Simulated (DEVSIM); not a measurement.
System: Si p-i-n diode, at 300 K.

| layer (left to right) | material | thickness (μm) | Nd (cm⁻³) | Na (cm⁻³) | τn (s) | τp (s) |
|---|---|---|---|---|---|---|
| 1 | Si | 0.190 | - | 5.6e17 | 1.1e-6 | 1.1e-5 |
| 2 | Si | 8.30 | 1.8e12 | - | 1.1e-5 | 1.1e-5 |
| 3 | Si | 2.00 | 3.8e17 | - | 1.1e-5 | 1.1e-5 |

Left contact: ohmic. Right contact: ohmic. Voltage is applied to the left contact. Recombination: SRH at mid-gap, Auger. Mobility is μmin + (μ − μmin)/(1 + (N/Nref)^α).

Constants are typed, rounded textbook-type inputs, not results; the design itself was drawn at random and stands for no fabricated device. Values at 300 K.

```csv
parameter,Si
gap (eV),1.124
affinity (eV),4.05
permittivity,11.7
Nc (cm⁻³),2.86e19
Nv (cm⁻³),3.1e19
μn (cm²/Vs),1417
μp (cm²/Vs),470
"μn,min",52
"μp,min",45
"Nref,n",9.7e16
"Nref,p",2.2e17
αn,0.68
αp,0.72
Cn (cm⁶/s),2.8e-31
Cp (cm⁶/s),9.9e-32
```

Model (solved in DEVSIM): 1D drift-diffusion, Boltzmann statistics, complete ionisation; no tunnelling, impact ionisation, image-force lowering or self-heating.

Problem. Tabulate band edges, carrier densities and field at -10.0 V on the left contact.

Solution. Energies count from the Fermi level of the right contact; mesh points crowd at the junctions.

```csv
x (μm),Ec (eV),Ev (eV),n (cm⁻³),p (cm⁻³),field (V/cm)
0.000,11.020,9.896,210,5.6e17,≈ 0
0.03273,11.020,9.896,170,5.6e17,≈ 0
0.09500,11.020,9.896,100,5.6e17,≈ 0
0.1608,11.020,9.896,< 1e2,5.6e17,-290
0.2006,10.960,9.836,< 1e2,5.4e16,-25000
0.2543,10.872,9.748,< 1e2,1.8e15,-14000
0.3908,10.692,9.568,< 1e2,1.7e12,-13000
0.9575,9.950,8.826,1300,58000,-13000
2.179,8.353,7.229,4600,48000,-13000
5.107,4.543,3.420,13000,25000,-13000
7.228,1.798,0.674,18000,8100,-13000
8.148,0.610,-0.514,1.6e9,600,-13000
8.370,0.324,-0.800,1.0e14,< 1e2,-13000
8.458,0.207,-0.917,9.5e15,< 1e2,-16000
8.502,0.116,-1.008,3.2e17,< 1e2,-7000
8.557,0.112,-1.012,3.8e17,< 1e2,≈ 0
8.694,0.112,-1.012,3.8e17,< 1e2,≈ 0
9.061,0.112,-1.012,3.8e17,< 1e2,≈ 0
9.994,0.112,-1.012,3.8e17,230,≈ 0
10.31,0.112,-1.012,3.8e17,280,≈ 0
10.43,0.112,-1.012,3.8e17,300,≈ 0
10.49,0.112,-1.012,3.8e17,310,≈ 0
```
